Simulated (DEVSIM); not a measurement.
Device: Schottky contact on p-type Ge, at 400 K.

```csv
layer (left to right),material,thickness (μm),Na (cm⁻³),τn (s),τp (s)
1,Ge,18.0,3.5e15,8.7e-7,8.7e-7
```

Left contact: Schottky, work function 4.254 eV, emission velocity 5.2e6 cm/s. Right contact: ohmic. Voltage is applied to the left contact. Recombination: SRH at mid-gap, radiative, Auger. Mobility is μmin + (μ − μmin)/(1 + (N/Nref)^α).

This is a model device: material constants are rounded textbook-type values typed into the input, and sizes, dopings and lifetimes were drawn at random. Values at 300 K; Nc and Nv go as T^1.5, mobilities as T to minus their exponent, the gap by Varshni's rule with the affinity fixed.

```tsv
parameter	Ge
gap (eV)	0.664
affinity (eV)	4
permittivity	16
Nc (cm⁻³)	1.04e19
Nv (cm⁻³)	6e18
μn (cm²/Vs)	3900
μp (cm²/Vs)	1900
μn,min	150
μp,min	100
Nref,n	2.6e17
Nref,p	4e17
αn	0.56
αp	0.6
T exponent of μn	1.66
T exponent of μp	2.33
B (cm³/s)	6.4e-14
Cn (cm⁶/s)	1e-31
Cp (cm⁶/s)	1e-31
Varshni α (eV/K)	0.000477
Varshni β (K)	235
```

DEVSIM, 1D drift-diffusion, Boltzmann statistics, complete ionisation; no tunnelling, impact ionisation, image-force lowering or self-heating. Metal contacts follow the ideal Schottky-Mott rule: no Fermi-level pinning, no interface dipoles.

### Question
Give the dark reverse current.

### Answer

```csv
V (V),J (A/cm²)
0.20,74
0.50,150
1.00,180
1.50,180
2.00,190
3.00,190
4.00,200
5.00,200
6.50,200
8.00,200
10.00,210
```
